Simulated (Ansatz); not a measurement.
Abridged Ansatz (a quantum-chemistry and plane-wave program) output:

```
Relaxation: its limit of steps is 50 (relax.max_steps)
Pseudopotential: Hf, paw, valence charge 26
Pseudopotential: S, paw, valence charge 6
Crystal: 3 atoms, lattice volume = 59.260 Å³
Basis set: ecut = 420 eV, 1141 PW (Γ), exchange–correlation on 48×48×80 points (8 copies of the dense FFT grid, shifted against one another)
Bands: 23, of which v1, the nominal top of the filled ones, is band 19 counted from 1 (18 counted from 0)
Symmetry: 12 space group operations
k-points: 84 of 726
Functional: x = pbesol(κ = 0.804, μ = 0.12345679012345678), c = pbesol(β = 0.046)
SCF iter   1: F=—  HF=-17373.531197 eV  |F-HF|=—  |Δ(HF+E_count)|=         —  Δρ=5.25e-3  dr2=2.68e-2  ethr=1.77e-3  ⟨swp⟩=5.4  Hψ=8266  notcnv=0
SCF iter   2: F=—  HF=-17373.525461 eV  |F-HF|=—  |Δ(HF+E_count)|=   5.74e-3  Δρ=1.99e-3  dr2=2.60e-3  ethr=7.05e-5  ⟨swp⟩=1.7  Hψ=2736  notcnv=0
SCF 1 converged in 10 iterations: F = -17373.525286 eV  dr2 = 2.30e-11
relax step   1: F+E_penalty+E_count = -17373.52528626 eV  Δ(F+E_penalty+E_count) = +0.000e0 eV  max|allowed force component| = 4.088e-1 eV/Å  Δτ_max = 0.0000 Å  (10 SCF iters, accepted)
Crystal: 3 atoms, lattice volume = 59.260 Å³
SCF iter   1: F=—  HF=-17373.527144 eV  |F-HF|=—  |Δ(HF+E_count)|=         —  Δρ=2.02e-3  dr2=2.34e-3  ethr=5.96e-6  ⟨swp⟩=2.1  Hψ=7408  notcnv=0
SCF iter   2: F=—  HF=-17373.526682 eV  |F-HF|=—  |Δ(HF+E_count)|=   4.62e-4  Δρ=1.21e-3  dr2=9.00e-4  ethr=5.96e-6  ⟨swp⟩=1.0  Hψ=1932  notcnv=0
SCF 2 converged in 9 iterations: F = -17373.526433 eV  dr2 = 4.46e-11
relax step   2: F+E_penalty+E_count = -17373.52643291 eV  Δ(F+E_penalty+E_count) = -1.147e-3 eV  max|allowed force component| = 3.838e-1 eV/Å  Δτ_max = 0.0558 Å  (9 SCF iters, accepted)
Crystal: 3 atoms, lattice volume = 59.260 Å³
SCF iter   1: F=—  HF=-17373.537108 eV  |F-HF|=—  |Δ(HF+E_count)|=         —  Δρ=1.03e-3  dr2=6.00e-4  ethr=1.58e-5  ⟨swp⟩=3.2  Hψ=5942  notcnv=0
SCF iter   2: F=—  HF=-17373.536984 eV  |F-HF|=—  |Δ(HF+E_count)|=   1.24e-4  Δρ=6.18e-4  dr2=2.35e-4  ethr=1.58e-6  ⟨swp⟩=1.0  Hψ=2604  notcnv=0
SCF 3 converged in 8 iterations: F = -17373.536906 eV  dr2 = 1.98e-10
relax step   3: F+E_penalty+E_count = -17373.53690579 eV  Δ(F+E_penalty+E_count) = -1.047e-2 eV  max|allowed force component| = 1.387e-2 eV/Å  Δτ_max = 0.0282 Å  (8 SCF iters, accepted)
Crystal: 3 atoms, lattice volume = 59.260 Å³
SCF iter   1: F=—  HF=-17373.536933 eV  |F-HF|=—  |Δ(HF+E_count)|=         —  Δρ=3.47e-5  dr2=6.88e-7  ethr=1.84e-8  ⟨swp⟩=3.0  Hψ=5175  notcnv=0
SCF iter   2: F=—  HF=-17373.536919 eV  |F-HF|=—  |Δ(HF+E_count)|=   1.32e-5  Δρ=2.08e-5  dr2=2.68e-7  ethr=1.81e-9  ⟨swp⟩=1.0  Hψ=2604  notcnv=0
SCF 4 converged in 6 iterations: F = -17373.536919 eV  dr2 = 3.47e-11
relax step   4: F+E_penalty+E_count = -17373.53691933 eV  Δ(F+E_penalty+E_count) = -1.353e-5 eV  max|allowed force component| = 1.838e-4 eV/Å  Δτ_max = 0.0010 Å  (6 SCF iters, accepted)
SCF converged after 6 iterations
Free energy (F): -17373.536919 eV
Internal energy: -17373.536681 eV  (E = F + TS)
E sigma→0 (E₀):  -17373.536800 eV
Entropy (-TS):   -0.000239 eV (-0.080 meV/atom)
Fermi energy:    11.558188 eV
  E_disp       = -1.038041  (pairwise vdW)
--- Forces (eV/Å), atoms counted from 1 ---
  atom   1  Hf     0.00000000     0.00000000     0.00000000
  atom   2  S      0.00000000     0.00000000     0.00018379
  atom   3  S     -0.00000000     0.00000000    -0.00018379
--- Stress (GPa, compression-positive) ---
        0.387801      -0.000000       0.000000
        0.000000       0.387801       0.000000
        0.000000       0.000000       2.007207
  P = ⅓ Tr σ = 0.9276 GPa (9.276 kbar)
--- Relaxed structure (4 steps of the walk, 4 accepted, 0 SCFs on fresh bases) ---
  atoms:
    - { symbol: Hf, position: [5.944827235556228e-35, 1.5509008062766112e-34, -8.507569759738992e-19] }
    - { symbol: S, position: [0.6666666666666667, 0.33333333333333326, 0.26714045793610375] }
    - { symbol: S, position: [0.33333333333333326, 0.6666666666666665, 0.7328595420638963] }
```

Q: What was computed, and what are the main results?

A: HfS2, 3 atoms in the cell, with plane-wave PAW DFT at the PBEsol-D3(BJ) level (Ansatz, 420 eV), no SOC. The last SCF converged to F = -17373.536919 eV, or -5791.1790 eV per atom, at a pressure of 0.93 GPa. The total energy compares only with runs of the same code, potentials and settings.

Spin-orbit coupling, missing from the scalar runs, can matter with Hf. The cells carry an imposed strain or load. Whether these cells are dynamically stable was not tested. The cell was made from HfS2 in the CdI2 type structure (space group P-3m1, No. 164; layered, stacked along the Cartesian z axis) by this change: uniaxial strain ε_zz = −2.50 %.

Keys are those of Ansatz 0.2.
